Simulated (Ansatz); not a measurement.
Data:

```
Al
1.0
   -0.00749     2.03331     2.03451
    1.97512     0.00978     2.01724
    1.96224     2.00317     0.02266
Al
1
Cartesian
  0.00000   0.00000   0.00000
```

No spin polarisation.

Calculations: Ansatz (a program for electronic structure), r2SCAN, PAW, cutoff 500 eV, no spin-orbit coupling, earlier PAW set. Settings: 28×28×28 k-points, 0.1 eV Fermi–Dirac smearing.

### Question
Predict the space group, stress and band gap.

### Answer
The space group comes out as P-1 (No. 2). The stress (xx, yy, zz, yz, xz, xy; compression positive) is (0.5, -0.9, -0.9, -0.8, -0.1, 0.4) GPa. The band gap is zero.

The cells carry an imposed strain or load. Stability against distortions was not tested. The cell was made from Al in the fcc (Cu type) structure (space group Fm-3m, No. 225) by this change: strain tensor (xx, yy, zz, yz, xz, xy) = (−1.19, +0.86, +0.92, +1.00, +0.14, −0.51) %.
